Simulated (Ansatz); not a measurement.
Amorphous cells of 8 compositions: the gap between the highest filled and lowest empty level at the zone centre, by PBE and by a single point of HSE06 on the same geometry (PBE, scalar-relativistic without spin-orbit coupling (plane waves to 420 eV, PAW; Ansatz, a first-principles code); exact exchange cut at the cells' faces). The networks come from melt-quench runs on the CHGNet potential at compositions and starting densities chosen by hand, with anions pushed apart in the CHGNet dynamics, and DFT then relaxed them. The cells are small and were quenched far faster than real films, so single cells scatter. Defect or tail levels can set these gaps. The rows are the first to finish with both values and no moments.

```csv
cell,PBE gap x (eV),HSE06 gap y (eV)
"A (Zr20O42Ti, 5.21 g/cm3)",3.17,4.74
"B (Zr20O41Li2, 5.35 g/cm3)",3.22,4.75
"C (Zr20O41Mg, 5.24 g/cm3)",3.31,4.82
"D (Zr20O41Na2, 5.16 g/cm3)",3.44,4.95
"E (Zr20O42Si, 5.14 g/cm3)",3.48,5.02
"F (Zr20O41Zn, 5.30 g/cm3)",3.54,5.04
"G (Zr20O41Sr, 5.30 g/cm3)",3.61,withheld
"H (Zr20O42Ge, 5.24 g/cm3)",3.77,5.36
```

### Question
Fit a straight line through the 7 full rows and predict the withheld value for G (Zr20O41Sr, 5.30 g/cm3).

### Answer
Means: x = 3.419, y = 4.954. Slope = Σ(Δx Δy) / Σ(Δx²) = 0.2653 / 0.2555 = 1.04; the r.m.s. residual is 0.030. Prediction: 4.954 + 1.04 × (3.61 − 3.419) = 5.15. The run gave 5.12, 0.03 below the line.
